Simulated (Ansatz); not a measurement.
**Effort and miss along a sweep of scf.convergence.dr2_threshold: CsMg6Al (Amm2, 8 atoms in the cell)**

Cell: a = 5.1211 Å, b = 9.3960 Å, c = 9.3960 Å, α = 37.79°, β = 90.00°, γ = 90.00°.

Method of the run: PBEsol, default PAW files made with PBE (plane waves; Ansatz, a quantum-chemistry and plane-wave program).

Base settings: basis.ecutwfc = 420 eV; kpoints.mp_grid.grid = 5 4 4; kpoints.mp_grid.shift = 0.5 0.5 0.5; hamiltonian.xc = pbesol; hamiltonian.pseudopotentials = {kind: paw} (the program's default PAW files); scf.occupations.method = cold; scf.occupations.width = 0.05 eV.

Misses are taken against the tightest run, 1e-12 eV, which need not be fully converged itself.

The count of work is k-points × plane waves × bands × iterations; it is no time, and leaves out set-up, grids and terms that scale otherwise. 

The starting cell comes from a database of computed structures (which also holds hypothetical and non-ambient phases and stackings), without a prior relaxation at this level.

The runs (scf.convergence.dr2_threshold): 0.1 eV | 0.01 eV | 0.001 eV | 0.0001 eV | 1e-05 eV | 1e-06 eV | 1e-08 eV | 1e-10 eV | 1e-12 eV.

Question: Which is the coarsest setting among those run that, with all tighter ones, holds the force on any atom within 0.02 eV/Å of the reference, and what does it save?

Answer: 0.01 eV, off by 0.010 eV/Å; it needs 0.24 of the reference's count of work.

Question: Which is the coarsest setting among those run that, with all tighter ones, holds the force on any atom within 0.005 eV/Å of the reference, and what does it save?

Answer: 0.0001 eV, off by 0.0014 eV/Å; it needs 0.35 of the reference's count of work.

Question: What does the step from 0.1 eV to 0.001 eV buy?

Answer: It takes the miss in the force on any atom from 0.048 to 0.0072 eV/Å, for 2.5 times the count of work.

| scf.convergence.dr2_threshold | largest difference in the force on any atom (eV/Å) | count of work / reference |
|---|---|---|
| 0.1 eV | 0.048 | 0.12 |
| 0.01 eV | 0.010 | 0.24 |
| 0.001 eV | 0.007 | 0.29 |
| 0.0001 eV | 0.001 | 0.35 |
| 1e-05 eV | 0.000 | 0.47 |
| 1e-06 eV | 0.000 | 0.53 |
| 1e-08 eV | 0.000 | 0.65 |
| 1e-10 eV | 0.000 | 0.82 |
| 1e-12 eV | 0.000 | 1.0 |

Keys are those of Ansatz 0.2.
